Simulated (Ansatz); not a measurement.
We consider fcc Yb, described by LDA (Ansatz, an electronic-structure program, plane waves, PAW).

Settings: plane-wave cutoff 520 eV, 20×20×20 k mesh, Fermi–Dirac smearing 0.025 eV (set by the program), no spin polarisation, scalar-relativistic PAW data made under PBE.

The cell has the measured lattice: a = 5.485 Å, b = 5.485 Å, c = 5.485 Å, α = 90.00°, β = 90.00°, γ = 90.00°.

Problem. What does this level give for the elastic constant C44, Voigt–Reuss–Hill bulk modulus, polycrystal shear modulus (Hill average), Poisson ratio, elastic constant C12 and elastic constant C11?

Solution. 
- elastic constant C44 = 13.6 GPa
- Voigt–Reuss–Hill bulk modulus = 5.30 GPa
- polycrystal shear modulus (Hill average) = 8.36 GPa
- Poisson ratio = -0.017
- elastic constant C12 = 2.62 GPa
- elastic constant C11 = 10.7 GPa

Note: the cell isn't this level's own, so it is under some stress, which shifts stiffness and frequencies.

Elastic constants are with the ions relaxed.

Spin–orbit coupling is not included.

The computed numbers hold no vibrational or temperature effects.

Cost on a shared machine: very roughly 6 core-minutes.
